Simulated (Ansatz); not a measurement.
System: Al-vacancy pair (Al on one host W site, one W site vacant) in bcc W (neutral cell). The step: direct exchange of Al with the vacancy (Al-vacancy distance between ideal sites 2.76 Å throughout); the atom moves 2.41 Å along (0.44, 0.44, 0.44) of the unit cell; the moving atom starts with neighbours 3 W at 2.75, 3 W at 2.81, W at 2.92, 2 W at 3.05, W at 3.08, 2 W at 3.26, W at 3.29 Å and ends with 3 W at 2.75, 3 W at 2.81, W at 2.92, 2 W at 3.05, W at 3.08, 2 W at 3.26, W at 3.29 Å. DFT values are from Ansatz (plane-wave PAW, 420 eV unless said) in a cell of 36 host sites, spin-restricted, static, with no finite-size correction. Forms of the defect that were not tried may lie lower. For the PBE band: the saddle point's order was not checked, and it lies on a symmetry element of the cell, where a band can be held.

```csv
Level,Forward barrier (eV),Cost of the band or of the saddle's single point
"CHGNet universal potential (has no charge state), its own band",0.49,-
"PBE, a 2×2×3 k-point mesh shifted by half a step, band relaxed",0.60,about 60 core-minutes (a rough figure)
"PBE, a 3×3×5 k-point mesh shifted by half a step, same geometries",0.56,about 7 core-minutes (a rough figure)
"r2SCAN at 500 eV, a 2×2×3 k-point mesh shifted by half a step, same geometries",…,roughly 5 core-minutes
```

Q: Some entries are withheld; supply them.

A: 
- r2SCAN at 500 eV, a 2×2×3 k-point mesh shifted by half a step, same geometries, Forward barrier (eV): 0.68

Ansatz is a first-principles code.
